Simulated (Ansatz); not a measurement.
Consider SnBi2Te4 (space group R-3m, No. 166; a = 4.407 Å, c = 41.233 Å (hexagonal axes); a cell from a computed database, its experimental status unchecked). Axes: x lies along a and z along c of the hexagonal cell.

The values are results of Ansatz (a quantum-chemistry and plane-wave program) PBE-D3(BJ), without spin-orbit coupling, not measurements.

For the base:

- Pressure = 0.00 GPa
- Electron mass = 0.16 mₑ along k, 0.093 mₑ across (at T)

Now apply this change: tensor shear ε_yz = +0.72 % (engineering shear γ = 0.0144); the atoms relax in the strained cell.

### Question
What happens to the pressure?

### Answer
The pressure (mean of the normal stresses, compression positive) hardly moves (0.00 GPa against 0.03 GPa).

### Question
Estimate the effect on the electron mass.

### Answer
The electron mass becomes 0.087 mₑ along x, 0.097 mₑ along y, 0.17 mₑ along z (at T) (base: 0.16 mₑ along k, 0.093 mₑ across (at T)).

Spin-orbit coupling, missing from the scalar runs, can matter with Bi and Te. The levels and masses belong to the bands next to the band gap. Masses are band curvatures over ±0.01 Å⁻¹ around the edge. Along k means along the line from Γ to the band edge. Stability against distortions was not tested. The program warned that a D3 coordination switch lies within reach, so dispersion energies are less smooth here.
